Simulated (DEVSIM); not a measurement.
System: Al/Al2O3/p-Si capacitor, at 400 K.

```csv
layer (left to right),material,thickness (nm),Na (cm⁻³)
1,Al2O3,2.70,-
2,Si,490,1.4e18
```

Metal gate on the left, work function 4.1 eV. Fixed charge at the semiconductor interface 1.1e11 cm⁻² (in units of +e); no interface traps.

Constants are typed, rounded textbook-type inputs, not results; the design itself was drawn at random and stands for no fabricated device. Values at 300 K; Nc and Nv go as T^1.5, mobilities as T to minus their exponent, the gap by Varshni's rule with the affinity fixed.

| parameter | Al2O3 | Si |
|---|---|---|
| gap (eV) | 6.8 | 1.124 |
| affinity (eV) | 1.35 | 4.05 |
| permittivity | 9 | 11.7 |
| Nc (cm⁻³) | - | 2.86e19 |
| Nv (cm⁻³) | - | 3.1e19 |
| Varshni α (eV/K) | - | 0.000473 |
| Varshni β (K) | - | 636 |

DEVSIM, 1D Poisson equation in equilibrium, Boltzmann statistics, complete ionisation; no quantum confinement or tunnelling. Metal contacts follow the ideal Schottky-Mott rule: no Fermi-level pinning, no interface dipoles.

The Al2O3 thickness was swept, all else fixed.

| Al2O3 thickness (μm) | capacitance of the dielectric stack (μF/cm²) | minimum of the low-frequency capacitance (μF/cm²) | threshold voltage (band bending 2φF) (V) |
|---|---|---|---|
| 0.0011 | 7.24 | 0.398 | 0.02 |
| 0.0015 | 5.31 | 0.389 | 0.05 |
| 0.0019 | 4.19 | 0.384 | ___ |
| 0.0023 | 3.46 | 0.379 | 0.11 |
| 0.0027 | 2.95 | 0.368 | 0.14 |
| 0.0032 | 2.49 | 0.360 | 0.18 |

**Question.** What belongs in the gaps?

**Answer.** 
- 0.0019, threshold voltage (band bending 2φF) (V): 0.08
